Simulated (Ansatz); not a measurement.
## HfO2 (Pca2₁, No. 29, 12 atoms in the cell; start mp-685097; a measured phase of this formula has another space group): smallest direct gap on the k points sampled by level of theory

No measured value is used here.

```
level (code)         value (eV)  cell (Å³/atom)
-------------------  ----------  --------------
LDA (Ansatz)               4.54           10.73
PBE (Ansatz)               4.59           11.41
PBE-D3(BJ) (Ansatz)        4.61           11.22
r²SCAN (Ansatz)            5.16           11.13
PBE0 (Ansatz)              7.13           11.02
```

At these levels the smallest gap is indirect and lower: LDA 4.33, PBE 4.37, PBE-D3(BJ) 4.40, r²SCAN 4.94, PBE0 6.92 eV. Computed values are for a static lattice. Spin–orbit coupling is included only where a level's name says +SOC; with heavier elements it mostly lowers gaps and can invert bands.  Values are at the level's own relaxed cell; PBE0 at the PBEsol cell. Cutoffs and k meshes differ between the levels. Ansatz's density-functional and Hartree–Fock values are scalar-relativistic unless marked +SOC, with PAW data made under PBE.

A start named mp-… is a Materials Project structure, which need not be a measured phase.

Ansatz is an electronic-structure program.
